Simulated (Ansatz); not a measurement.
The reference is ZrB2 (space group P6/mmm, No. 191; a = 3.171 Å, c = 3.542 Å; relaxed with 0.1 eV smearing). Axes: x lies along a and z along c of the hexagonal cell.

All numbers come from DFT with PBE, PAW potentials and a 420 eV plane-wave cutoff in Ansatz (an electronic-structure program), no spin-orbit coupling.

Base values:

| Quantity | Result |
|---|---|
| Volume per atom | 10.28 Å³ |
| Pressure | 0.0 GPa |

Perturbation: compressive biaxial strain of 0.50 % in the plane normal to [001], as in epitaxy on a mismatched substrate; the out-of-plane cell vector and the atoms relax.

### Question
How does this affect the volume per atom and pressure?

### Answer
The volume per atom decreases by 0.07 Å³ (10.28 Å³ → 10.21 Å³); the pressure (mean of the normal stresses, compression positive) goes from zero to 1.9 GPa.

No phonon test of stability was made. The final runs are not spin-polarised.
